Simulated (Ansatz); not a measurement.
Defect: interstitial In in crystalline InGaZnO4 (ordered Ga and Zn layers), charge state +3. Calculation: PBE, PAW (plane waves to 420 eV; Ansatz, a program for electronic structure).

189-site cell at the relaxed PBE lattice, one k-point at (0.167, 0.250, 0.250), smearing 0.01 eV, spin-restricted, no finite-size correction. Energies are static. The charge state is imposed; whether it is stable for some Fermi level was not computed. Sites that were not tried may lie lower.

Barriers: single points on a 2×2×2 k-point mesh shifted by half a step along c at the bands' geometries.

Relaxed starting cell (atoms counted from 1):

```xyz
190
Lattice="10.0680 0.0000 0.0000 -5.0340 8.7191 0.0000 0.0000 0.0000 26.1112" Properties=species:S:1:pos:R:3 pbc="T T T"
In     0.0007    -0.0005     0.1173
In    -1.6786     2.9064     0.1035
In    -3.3555     5.8111     0.1035
In     3.3578     0.0006     0.1035
In     1.6800     2.9065     0.1034
In     0.0007     5.8125     0.0998
In     6.7118     0.0005     0.1035
In     5.0347     2.9061     0.0982
In     3.3571     5.8111     0.1034
Ga     1.6804     0.9719     3.1429
Ga    -0.0007     3.8780     3.1384
Ga    -1.6777     6.7824     3.1386
Ga     5.0331     0.9716     3.1415
Ga     3.3565     3.8758     3.1417
Ga     1.6760     6.7823     3.1385
Ga     8.3863     0.9720     3.1428
Ga     6.7100     3.8760     3.1414
Ga     5.0334     6.7795     3.1429
Zn     0.0021    -0.0021     5.6435
Zn    -1.6744     2.9103     5.6639
Zn    -3.3482     5.8094     5.6650
Zn     3.3620    -0.0066     5.6655
Zn     1.6779     2.9096     5.6643
Zn     0.0017     5.8107     5.6710
Zn     6.7097    -0.0064     5.6640
Zn     5.0363     2.9040     5.6777
Zn     3.3523     5.8092     5.6639
O      1.6846     0.9700     5.1476
O      0.0015     3.8761     5.1394
O     -1.6749     6.7793     5.1397
O      5.0350     0.9684     5.1462
O      3.3585     3.8728     5.1466
O      1.6774     6.7789     5.1396
O      8.3866     0.9702     5.1479
O      6.7123     3.8735     5.1463
O      5.0357     6.7745     5.1477
O     -0.0012     0.0021     3.1793
O     -1.6800     2.9096     3.1711
O     -3.3566     5.8137     3.1706
O      3.3560     0.0020     3.1702
O      1.6775     2.9095     3.1708
O     -0.0014     5.8149     3.1637
O      6.7094     0.0022     3.1710
O      5.0328     2.9084     3.1710
O      3.3542     5.8135     3.1712
O      1.6792     0.9703     1.1742
O     -0.0001     3.8752     1.1678
O     -1.6786     6.7825     1.1676
O      5.0340     0.9707     1.1694
O      3.3570     3.8752     1.1696
O      1.6786     6.7825     1.1679
O      8.3887     0.9701     1.1744
O      6.7109     3.8752     1.1696
O      5.0339     6.7806     1.1744
O      0.0016    -0.0018     7.6703
O     -1.6663     2.9155     7.6905
O     -3.3407     5.8158     7.6922
O      3.3603    -0.0157     7.6925
O      1.6681     2.9141     7.6913
O      0.0003     5.8113     7.6869
O      6.7093    -0.0161     7.6911
O      5.0361     2.9041     7.6985
O      3.3437     5.8150     7.6910
In     1.6762     0.9678     8.6833
In    -0.0003     3.8853     8.7325
In    -1.6691     6.7769     8.7343
In     5.0345     0.9555     8.7194
In     3.3452     3.8805     8.7167
In     1.6688     6.7751     8.7317
In     8.3916     0.9675     8.6800
In     6.7236     3.8811     8.7187
In     5.0348     6.7830     8.6825
Ga    -0.0067     1.9322    11.7531
Ga    -1.6793     4.8485    11.8214
Ga    -3.3634     7.7596    11.7574
Ga     3.4031     1.9671    11.7205
Ga     1.6745     4.8444    11.8205
Ga    -0.0003     7.7512    11.8219
Ga     6.6652     1.9659    11.7217
Ga     5.0328     4.7890    11.7197
Ga     3.3615     7.7517    11.7504
Zn     1.9327     1.1378    14.1423
Zn    -0.0022     3.8771    14.4364
Zn    -1.6752     6.7833    14.4365
Zn     5.0363     0.9368    14.4378
Zn     3.3341     3.8896    14.4367
Zn     1.6766     6.7734    14.4363
Zn     8.1211     1.1045    14.1519
Zn     6.7422     3.8880    14.4370
Zn     5.0388     6.4747    14.1401
O     -0.0054     1.8416    13.9325
O     -1.6810     4.8456    13.8473
O     -3.4360     7.8001    13.9253
O      3.5155     2.0261    13.7558
O      1.6816     4.8367    13.8484
O      0.0029     7.7526    13.8470
O      6.5604     2.0272    13.7551
O      5.0361     4.6593    13.7538
O      3.4397     7.7903    13.9324
O      1.6954     0.9891    11.9466
O     -0.0034     3.8343    11.9567
O     -1.7171     6.8077    11.9546
O      5.0330     0.9567    11.7975
O      3.3408     3.8848    11.7996
O      1.7140     6.8031    11.9567
O      8.3667     0.9776    11.9475
O      6.7240     3.8845    11.7967
O      5.0327     6.7573    11.9442
O     -0.0031     1.9157     9.8465
O     -1.6516     4.8614     9.8733
O     -3.3774     7.7648     9.8489
O      3.3408     1.9295     9.8104
O      1.6508     4.8589     9.8722
O      0.0008     7.7193     9.8739
O      6.7282     1.9290     9.8108
O      5.0327     4.8610     9.8096
O      3.3745     7.7615     9.8447
O      1.6205     0.9389    16.3740
O      0.0009     3.8467    16.4330
O     -1.7017     6.7952    16.4338
O      5.0367     0.9770    16.4107
O      3.3673     3.8682    16.4093
O      1.7028     6.7925    16.4339
O      8.4501     0.9277    16.3744
O      6.7064     3.8676    16.4091
O      5.0388     6.8447    16.3734
In     0.0013     2.0183    17.7188
In    -1.6734     4.8457    17.4846
In    -3.2840     7.7085    17.7254
In     3.3814     1.9530    17.5195
In     1.6741     4.8456    17.4864
In     0.0004     7.7458    17.4856
In     6.6875     1.9526    17.5209
In     5.0355     4.8154    17.5169
In     3.2862     7.7097    17.7200
Ga    -0.0002     0.0013    20.5956
Ga    -1.6917     2.9145    20.6045
Ga    -3.3573     5.7980    20.6055
Ga     3.3687     0.0108    20.6062
Ga     1.6907     2.9158    20.6048
Ga    -0.0010     5.8147    20.5746
Ga     6.6989     0.0100    20.6048
Ga     5.0335     2.9082    20.5956
Ga     3.3560     5.7989    20.6044
Zn     0.0030     1.9345    23.1840
Zn    -1.6679     4.8447    23.1639
Zn    -3.3529     7.7473    23.1845
Zn     3.3587     1.9353    23.1657
Zn     1.6737     4.8455    23.1640
Zn     0.0036     7.7396    23.1640
Zn     6.7155     1.9343    23.1662
Zn     5.0367     4.8410    23.1658
Zn     3.3595     7.7472    23.1841
O      0.0024    -0.0018    22.5314
O     -1.6623     2.8984    22.5561
O     -3.3524     5.8259    22.5566
O      3.3460    -0.0102    22.5567
O      1.6661     2.8993    22.5563
O      0.0017     5.8113    22.5445
O      6.7266    -0.0104    22.5563
O      5.0367     2.9042    22.5643
O      3.3559     5.8258    22.5563
O     -0.0007     1.9485    20.4570
O     -1.6802     4.8447    20.5462
O     -3.3481     7.7475    20.4564
O      3.3572     1.9419    20.5665
O      1.6778     4.8462    20.5451
O     -0.0008     7.7547    20.5464
O      6.7086     1.9411    20.5648
O      5.0326     4.8432    20.5672
O      3.3473     7.7478    20.4572
O      0.0011    -0.0001    18.5582
O     -1.7335     2.9175    18.5752
O     -3.3753     5.7561    18.5766
O      3.3947     0.0468    18.5760
O      1.7349     2.9197    18.5766
O     -0.0014     5.8143    18.5632
O      6.6743     0.0446    18.5755
O      5.0340     2.9082    18.5863
O      3.3751     5.7580    18.5752
O      0.0018     1.9299    25.1393
O     -1.6769     4.8416    25.1291
O     -3.3591     7.7515    25.1394
O      3.3555     1.9345    25.1309
O      1.6806     4.8419    25.1293
O      0.0020     7.7496    25.1290
O      6.7163     1.9344    25.1312
O      5.0358     4.8450    25.1310
O      3.3629     7.7515    25.1392
In     0.0068    -0.0050    15.3570
```
Cell charge +3.

End state 1 differs by these moves (Å; atoms that move under 0.08 Å are left out):

```json
[
 {"atom": "74", "element": "Ga", "Δx": "0.00", "Δy": "-0.03", "Δz": "-0.08"},
 {"atom": "78", "element": "Ga", "Δx": "0.03", "Δy": "0.02", "Δz": "-0.08"},
 {"atom": "79", "element": "Ga", "Δx": "0.05", "Δy": "-0.02", "Δz": "0.06"},
 {"atom": "82", "element": "Zn", "Δx": "-0.25", "Δy": "0.10", "Δz": "-0.03"},
 {"atom": "84", "element": "Zn", "Δx": "0.23", "Δy": "-0.13", "Δz": "-0.33"},
 {"atom": "88", "element": "Zn", "Δx": "0.25", "Δy": "-0.12", "Δz": "0.23"},
 {"atom": "90", "element": "Zn", "Δx": "-0.23", "Δy": "0.18", "Δz": "-0.03"},
 {"atom": "91", "element": "O", "Δx": "-0.06", "Δy": "0.13", "Δz": "-0.15"},
 {"atom": "92", "element": "O", "Δx": "0.01", "Δy": "-0.07", "Δz": "-0.06"},
 {"atom": "93", "element": "O", "Δx": "0.08", "Δy": "-0.05", "Δz": "-0.10"},
 {"atom": "94", "element": "O", "Δx": "-0.09", "Δy": "-0.05", "Δz": "0.03"},
 {"atom": "96", "element": "O", "Δx": "0.07", "Δy": "0.04", "Δz": "-0.06"},
 {"atom": "97", "element": "O", "Δx": "0.16", "Δy": "-0.09", "Δz": "0.06"},
 {"atom": "98", "element": "O", "Δx": "0.00", "Δy": "0.11", "Δz": "0.03"},
 {"atom": "99", "element": "O", "Δx": "-0.14", "Δy": "0.00", "Δz": "-0.15"},
 {"atom": "101", "element": "O", "Δx": "0.01", "Δy": "0.05", "Δz": "-0.14"},
 {"atom": "105", "element": "O", "Δx": "-0.04", "Δy": "-0.02", "Δz": "-0.13"},
 {"atom": "106", "element": "O", "Δx": "0.01", "Δy": "0.00", "Δz": "-0.12"},
 {"atom": "118", "element": "O", "Δx": "0.07", "Δy": "0.12", "Δz": "-0.08"},
 {"atom": "120", "element": "O", "Δx": "0.09", "Δy": "-0.05", "Δz": "-0.13"},
 {"atom": "126", "element": "O", "Δx": "-0.08", "Δy": "-0.11", "Δz": "-0.07"},
 {"atom": "127", "element": "In", "Δx": "-0.02", "Δy": "-0.05", "Δz": "-0.24"},
 {"atom": "129", "element": "In", "Δx": "-0.06", "Δy": "0.04", "Δz": "0.80"},
 {"atom": "135", "element": "In", "Δx": "0.04", "Δy": "0.04", "Δz": "-0.24"},
 {"atom": "136", "element": "Ga", "Δx": "-0.10", "Δy": "0.05", "Δz": "0.15"},
 {"atom": "138", "element": "Ga", "Δx": "0.00", "Δy": "-0.10", "Δz": "0.15"},
 {"atom": "139", "element": "Ga", "Δx": "0.09", "Δy": "0.05", "Δz": "0.15"},
 {"atom": "154", "element": "O", "Δx": "0.00", "Δy": "0.00", "Δz": "0.11"},
 {"atom": "156", "element": "O", "Δx": "0.00", "Δy": "-0.02", "Δz": "0.09"},
 {"atom": "157", "element": "O", "Δx": "0.02", "Δy": "0.01", "Δz": "0.09"},
 {"atom": "163", "element": "O", "Δx": "0.00", "Δy": "0.00", "Δz": "0.12"},
 {"atom": "165", "element": "O", "Δx": "0.00", "Δy": "0.00", "Δz": "0.17"},
 {"atom": "171", "element": "O", "Δx": "0.00", "Δy": "0.00", "Δz": "0.12"},
 {"atom": "172", "element": "O", "Δx": "-0.08", "Δy": "0.05", "Δz": "0.08"},
 {"atom": "174", "element": "O", "Δx": "0.02", "Δy": "-0.05", "Δz": "0.07"},
 {"atom": "175", "element": "O", "Δx": "0.06", "Δy": "0.01", "Δz": "0.06"},
 {"atom": "176", "element": "O", "Δx": "-0.05", "Δy": "-0.06", "Δz": "-0.02"},
 {"atom": "180", "element": "O", "Δx": "0.02", "Δy": "0.08", "Δz": "-0.02"},
 {"atom": "190", "element": "In", "Δx": "1.66", "Δy": "-0.96", "Δz": "0.49"}
]
```

Q: Give the forward and backward barriers to end state 1 at the level PBE, PAW.

A: forward 0.72 eV, backward 0.39 eV; at the saddle point atom 190 has neighbours 2 O at 2.02, O at 2.07 Å. The saddle point's order was not checked, and it lies on a symmetry element of the cell, where a band can be held.
